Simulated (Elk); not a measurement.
Input and output of a self-consistent single point for HgPd5Se (P4/mmm, 7 atoms in the cell) (Elk).

Computed with LDA (PW92), all-electron FP-LAPW, Elk's shipped species files, LAPW+lo basis run with Elk.

```xyz
7
Lattice="4.0464 0.0000 0.0000 0.0000 4.0464 0.0000 0.0000 0.0000 7.1256" Properties=species:S:1:pos:R:3 pbc="T T T"
Hg     2.0232     2.0232     0.0000
Pd     0.0000     0.0000     0.0000
Pd     2.0232     0.0000     5.0833
Pd     2.0232     0.0000     2.0423
Pd     0.0000     2.0232     5.0833
Pd     0.0000     2.0232     2.0423
Se     0.0000     0.0000     3.5628
```

Reference input (self-consistent single point, DFT, PBEsol, all-electron FP-LAPW, Elk's shipped species files, LAPW+lo basis): xctype = 22; rgkmax = 7.5; stype = 0; swidth = 0.00999582 Ha; ngridk = 6 6 3; gmaxvr = 16 1/bohr; nxoapwlo = 1; rmtscf = 0.9; maxscl = 100. This run's input differs from it in these lines:

```diff
@@ -2,5 +2,2 @@
   0
-
-xctype
-  22
```

Output (repeated stretches shortened):

```
│ Self-consistent loop started │
│ Loop number : 1 │
 total energy                :     -47248.8586349
│ Loop number : 2 │
 total energy                :     -47251.4741220
RMS change in Kohn-Sham potential (target) :   0.2896365109     (  0.1000000000E-05)
Absolute change in total energy (target)   :    2.615487153     (  0.1000000000E-03)
│ Loop number : 3 │
 total energy                :     -47279.6424986
RMS change in Kohn-Sham potential (target) :   0.1495168645     (  0.1000000000E-05)
Absolute change in total energy (target)   :    28.82224833     (  0.1000000000E-03)
│ Loop number : 4 │
   [... lines left out ...]
Absolute change in total energy (target)   :   0.3491763346E-03 (  0.1000000000E-03)
│ Loop number : 18 │
 total energy                :     -47289.7920466
RMS change in Kohn-Sham potential (target) :   0.4438537298E-07 (  0.1000000000E-05)
Absolute change in total energy (target)   :   0.1659879854E-03 (  0.1000000000E-03)
│ Loop number : 19 │
 total energy                :     -47289.7920630
RMS change in Kohn-Sham potential (target) :   0.2678015310E-07 (  0.1000000000E-05)
Absolute change in total energy (target)   :   0.5786886322E-04 (  0.1000000000E-03)
Convergence targets achieved

│ Loop number : 20 │

Energies :
 Fermi                       :     0.318553524507
 total energy                :     -47289.7920665

Density of states at Fermi energy :    75.47899259
 (states/Hartree/unit cell)

Estimated indirect band gap :   0.1058986230E-02
 from k-point     15 to k-point     19
Estimated direct band gap   :   0.5909515006E-02
 at k-point     20

Charges :
 core                        :    220.0000000
 valence                     :    124.0000000
 interstitial                :    11.96314650
 muffin-tins (core leakage)
  species :    1 (Hg)
   atom    1                 :    78.33911275     (  0.3443313794E-03)
  species :    2 (Pd)
   atom    1                 :    44.35267988     (  0.4803616704E-07)
   atom    2                 :    44.39409741     (  0.4817315613E-07)
   [... lines left out ...]
   atom    5                 :    44.39409741     (  0.4817315613E-07)
  species :    3 (Se)
   atom    1                 :    31.76867125     (  0.2849888358E-03)
 total in muffin-tins        :    332.0368535
 total calculated charge     :    344.0465140
 total charge                :    344.0000000
 error                       :   0.4651397578E-01

│ Self-consistent loop stopped │
```

The run converged in 20 iterations. The count includes the last loop, which Elk runs after its targets are met. 

The starting cell comes from a database of computed structures (which also holds hypothetical and non-ambient phases and stackings), without a prior relaxation at this level. Spin-orbit coupling is off. Spin polarisation is off. Values depend on the basis (sphere radii, cutoffs, local orbitals), which need not be converged. The log's line on a gap gives a spacing of levels on this mesh, which the program prints for metals too.

Cost on one core of a shared machine: roughly 90 s.
